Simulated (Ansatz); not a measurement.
Where the default PAW files enter, the runs use the earlier of Ansatz's two default sets.

Here is the system:

```
O2Si
1.0
    4.91656     0.00000     0.00000
   -2.45828     4.25787     0.00000
    0.00000     0.00000     5.43163
Si O
3 6
Direct
  0.53120   0.53120   0.33333
  0.46880   0.00000   0.00000
  0.00000   0.46880   0.66667
  0.26856   0.41310   0.54782
  0.58690   0.85546   0.21449
  0.14454   0.73144   0.88115
  0.85546   0.58690   0.45218
  0.73144   0.14454   0.78551
  0.41310   0.26856   0.11885
```

Space group of this cell: P3_221. The cell is taken as given.

The current runs along the normal of the first two printed vectors, the (001) plane. All runs by Ansatz (a first-principles code), plane waves and PAW, without spin-orbit coupling; the base is r2SCAN.

| run | mean pressure (GPa) | gap (eV) | mid-gap κ (1/Å) |
|---|---|---|---|
| base | 0.1 | 6.60 | 0.515 |
| all lengths scaled by 0.98 | 13.9 | 7.01 | 0.536 |
| all lengths scaled by 1.02 | -10.5 | 6.16 | 0.494 |
| lda in place of r2scan | -1.8 | 5.71 | 0.484 |
| lengths across the current scaled by 0.98, ions clamped | 8.9 | … | … |
| lengths across the current scaled by 1.02, ions clamped | -7.2 | … | … |
| lengths along the current scaled by 0.97, ions clamped | 6.7 | 6.79 | 0.529 |
| lengths along the current scaled by 1.03, ions clamped | -5.6 | 6.38 | 0.500 |
| pbesol in place of r2scan | 2.8 | … | … |

Question: Fill in the missing entries.

Answer: 
- lengths across the current scaled by 0.98, ions clamped, gap (eV): 6.88
- lengths across the current scaled by 0.98, ions clamped, mid-gap κ (1/Å): 0.526
- lengths across the current scaled by 1.02, ions clamped, gap (eV): 6.30
- lengths across the current scaled by 1.02, ions clamped, mid-gap κ (1/Å): 0.504
- pbesol in place of r2scan, gap (eV): 5.83
- pbesol in place of r2scan, mid-gap κ (1/Å): 0.488
